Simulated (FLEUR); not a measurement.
Band structure of Al₂Pt (Fm-3m, 3 atoms in the cell).

```yaml
crystal:
  lattice:
    - [0.00000, 2.98486, 2.98486]
    - [2.98486, 0.00000, 2.98486]
    - [2.98486, 2.98486, 0.00000]
  atoms:
    - { symbol: Al, position: [0.25000, 0.25000, 0.25000] }
    - { symbol: Al, position: [0.75000, 0.75000, 0.75000] }
    - { symbol: Pt, position: [0.00000, 0.00000, 0.00000] }
```

Level of theory: FLEUR with PBE, all-electron FLAPW (FLEUR), scalar-relativistic valence.

Settings: Kmax = 4.5 1/bohr; GmaxXC = 15.8 1/bohr; xcFunctional = pbe; jspins = 1; l_soc = F; mode = hist; fermiSmearingEnergy = 0.00499791 Htr; mesh (inpgen div1-3) = 7 7 7; inpgen gamma flag = false; Gmax = 15.8 1/bohr; numbands = 0; maxIterBroyd = 15; imix = Anderson; alpha = 0.05.

The starting cell comes from a database of computed structures (which also holds hypothetical and non-ambient phases and stackings), without a prior relaxation at this level. Its lattice was rescaled by a random factor within 2.5 % of one. Spin-orbit coupling is off. Spin polarisation is off. Values depend on the basis (sphere radii, cutoffs, local orbitals), which need not be converged.

Levels in eV from the Fermi level, bands 8 to 15:
```csv
point,8,9,10,11,12,13,14,15
Γ,-3.58,-3.58,2.75,3.83,3.83,3.83,5.29,5.29
X,-3.67,-3.32,-3.11,-1.52,-1.52,2.96,3.36,8.07
W,-3.67,-3.17,-2.71,-2.71,-0.86,5.10,5.10,6.17
K,-3.85,-3.53,-2.98,-1.95,-0.57,3.20,5.35,6.71
L,-3.61,-3.37,-3.37,1.04,1.04,3.73,5.06,5.06
U,-3.85,-3.53,-2.98,-1.95,-0.57,3.20,5.35,6.71
```
